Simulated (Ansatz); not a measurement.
Consider Se (space group P3_121, No. 152; made of chains).

Se is taken in the trigonal space group P3₁21 (No. 152), Pearson symbol hP3. Lattice parameters: a = b = 4.5345 Å, c = 5.0415 Å, α = β = 90.00°, γ = 120.00°. Se on 3b has 2 Se at 2.400 Å (bent). (Neighbours: up to the widest gap in distance over summed covalent radii, below 1.35, at either atom.)

Method: DFT with PBE, PAW potentials and a 420 eV plane-wave cutoff in Ansatz (a quantum-chemistry and plane-wave program), no spin-orbit coupling.

For the base:

| Item | Value |
|---|---|
| Smallest direct gap | 1.24 eV |
| Band gap | 1.04 eV |
| Electron mass | 0.16 mₑ along c, 0.37 mₑ across (at H) |

The change: every lattice vector is stretched by 0.51 %, atoms relaxed at fixed cell.

Q: What happens to the smallest direct gap?

A: The smallest direct gap drops by 0.031 eV (1.24 eV → 1.20 eV).

Q: How does this affect the band gap?

A: The band gap drops by 0.02 eV to 1.02 eV.

Q: How does this affect the electron mass?

A: The electron mass goes from 0.16 mₑ along c, 0.37 mₑ across (at H) to 0.16 mₑ along c, 0.39 mₑ across (at H).

The cells carry an imposed strain or load. Effective masses come from finite differences of ±0.01 Å⁻¹. No phonon test of stability was made. No dispersion term is included, though the crystal is made of layers, chains or molecules, so its spacings can come out too wide.
